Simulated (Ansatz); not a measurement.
A self-consistent single point of HgS (F-43m, 2 atoms in the cell) with Ansatz (an electronic-structure program).

Level of theory: PBE (plane waves, PAW; Ansatz).

The change in words: lattice scaled by 0.98. Reference geometry:
```
CELL_PARAMETERS angstrom
      0.00000     2.92363     2.92363
      2.92363     0.00000     2.92363
      2.92363     2.92363     0.00000
ATOMIC_POSITIONS crystal
  Hg 0.00000 0.00000 0.00000
  S  0.25000 0.25000 0.25000
```

Reference input (self-consistent single point, DFT, PBE, plane waves, default PAW files): kpoints.mp_grid.grid = 13 13 13; hamiltonian.xc = pbe; hamiltonian.pseudopotentials = {kind: paw} (the program's default PAW files); scf.occupations.method = fermi_dirac; scf.occupations.width = 0.05 eV. This run's input differs from it in these lines:

```diff
@@ -3,5 +3,5 @@
   lattice:
-    - [0.000000, 2.923635, 2.923635]
-    - [2.923635, 0.000000, 2.923635]
-    - [2.923635, 2.923635, 0.000000]
+    - [0.000000, 2.865162, 2.865162]
+    - [2.865162, 0.000000, 2.865162]
+    - [2.865162, 2.865162, 0.000000]
   atoms:
```

Output (repeated stretches shortened):

```
SCF iter   1: F=—  HF=-14715.638565 eV  |F-HF|=—  |Δ(HF+E_count)|=         —  Δρ=9.70e-4  dr2=4.17e-4  ethr=1.77e-3  ⟨swp⟩=6.0  Hψ=7339  notcnv=0
all-band conjugate gradients solve this SCF's bands
preconditioner: auto → none
SCF iter   2: F=—  HF=-14715.638843 eV  |F-HF|=—  |Δ(HF+E_count)|=   2.78e-4  Δρ=4.39e-4  dr2=6.06e-5  ethr=1.60e-6  ⟨swp⟩=2.7  Hψ=3224  notcnv=0
   [... lines left out ...]
SCF iter   5: F=-14715.638904 eV  HF=-14715.638904 eV  |F-HF|=1.81e-7  |Δ(HF+E_count)|=   4.79e-6  Δρ=1.34e-5  dr2=3.89e-8  ethr=4.82e-9  ⟨swp⟩=2.0  Hψ=2186  notcnv=0
SCF iter   6: F=-14715.638904 eV  HF=-14715.638904 eV  |F-HF|=8.74e-9  |Δ(HF+E_count)|=   1.90e-7  Δρ=2.74e-6  dr2=1.65e-9  ethr=1.50e-10  ⟨swp⟩=2.1  Hψ=5040  notcnv=0
the last iteration of the SCF fills more bands at one k-point than at another …
SCF 1 converged in 6 iterations: F = -14715.638904 eV  dr2 = 1.65e-9
Free energy (F): -14715.638904 eV
Internal energy: -14715.638696 eV  (E = F + TS)
E sigma→0 (E₀):  -14715.638800 eV
Entropy (-TS):   -0.000207 eV (-0.104 meV/atom)
Fermi energy:    9.525411 eV
--- Forces (eV/Å), atoms counted from 1 ---
  atom   1  Hg     0.00000000     0.00000000     0.00000000
  atom   2  S     -0.00000000    -0.00000000     0.00000000
--- Stress (GPa, compression-positive) ---
        9.350583      -0.000000      -0.000000
        0.000000       9.350583       0.000000
       -0.000000       0.000000       9.350583
  P = ⅓ Tr σ = 9.3506 GPa (93.506 kbar)
  The stress holds the Pulay correction. Without it, at fixed plane waves, as pw.x and ABINIT print it: P = 9.3159 GPa
```

The run converged in 6 iterations. Against the reference run the free energy rises by 61.9 meV/atom and the pressure goes from 4.41 to 9.35 GPa.

The starting cell comes from a database of computed structures (which also holds hypothetical and non-ambient phases and stackings), without a prior relaxation at this level. Its lattice was rescaled by a random factor within 2.5 % of one. For this run, on top of that: lattice scaled by 0.98. With a pressure of about 9 GPa the cell is away from its equilibrium volume at this level. Ansatz's pressure includes its estimate of the finite-basis (Pulay) stress. The run gives no clean gap (levels at the Fermi energy touch, overlap or are partly filled at this smearing), which alone does not show that the compound is a metal.

Keys are those of Ansatz 0.2.
